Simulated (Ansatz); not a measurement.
Start from an 8-atom supercell of CrI$_{3}$ in the BiI3 type structure (space group R-3, No. 148; ferromagnetic; layered, stacked along the Cartesian z axis) at its relaxed geometry.

```xyz
8
Lattice="6.8178 0.0000 0.0000 -3.4089 5.9044 0.0000 0.0000 -3.9363 6.4919" Properties=species:S:1:pos:R:3 pbc="T T T"
Cr     0.0000     3.9363     0.0101
Cr     3.4089    -1.9681     6.4818
I     -2.2279     3.8408     1.5543
I      1.1967     2.0546     1.5543
I      4.4402     0.0091     1.5543
I      5.6368    -1.8726     4.9376
I      2.2122    -0.0864     4.9376
I     -1.0312     1.9591     4.9376
```

Level of theory: PBE-D3(BJ) (Ansatz, a program for electronic structure; PAW; 420 eV plane waves; without spin-orbit coupling), earlier PAW set.

Before the change:

The mean distance from the defect site to its nearest host atoms is 2.71 Å and the pressure is 0.0 GPa.

Perturbation: one I atom is removed, atoms relaxed at fixed cell, starting from a slightly rattled geometry.

Predict the new mean distance from the defect site to its nearest host atoms, pressure and largest displacement of a host atom from its site in the perfect cell.

The mean distance from the defect site to its nearest host atoms rises by 0.18 Å (2.71 Å → 2.89 Å); the pressure goes from zero to 0.3 GPa; the largest displacement of a host atom from its site in the perfect cell is 0.21 Å.

Other magnetic orders, which the real material may have, were not ruled out. In so small a cell the defect repeats every few ångströms: this is an ordered compound, not a dilute defect. The mesh was chosen for an insulator and is coarse for the gapless case. The defect cell is spin-polarised and ends with 7.0 μB.
